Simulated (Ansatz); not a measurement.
Start from Hf in the hcp (Mg type) structure (space group P6_3/mmc, No. 194; relaxed with 0.1 eV smearing).

```yaml
crystal:
  lattice:
    - [3.19829, 0.00000, 0.00000]
    - [-1.59915, 2.76980, 0.00000]
    - [0.00000, 0.00000, 5.04882]
  atoms:
    - { symbol: Hf, position: [0.66667, 0.33333, 0.75000] }
    - { symbol: Hf, position: [0.33333, 0.66667, 0.25000] }
```

Cartesian axes are those of the cell as printed.

All numbers come from r2SCAN/PAW in Ansatz (an electronic-structure program), no spin-orbit coupling.

For the base:

| Quantity | Result |
|---|---|
| Shortest interatomic distance | 3.128 Å |

The change: uniaxial strain ε_zz = −3.00 %, all other strain components held at zero, atoms relaxed at fixed cell.

Question: How does this affect the stress, energy relative to the base and shortest interatomic distance?

Answer: The stress (xx, yy, zz, yz, xz, xy; compression positive) amounts to (2.1, 2.1, 6.6, 0.0, 0.0, 0.0) GPa; the energy goes up by 13 meV/atom; the shortest interatomic distance drops by 0.061 Å (3.128 Å → 3.067 Å).

Stability against distortions was not tested. The final runs are not spin-polarised.
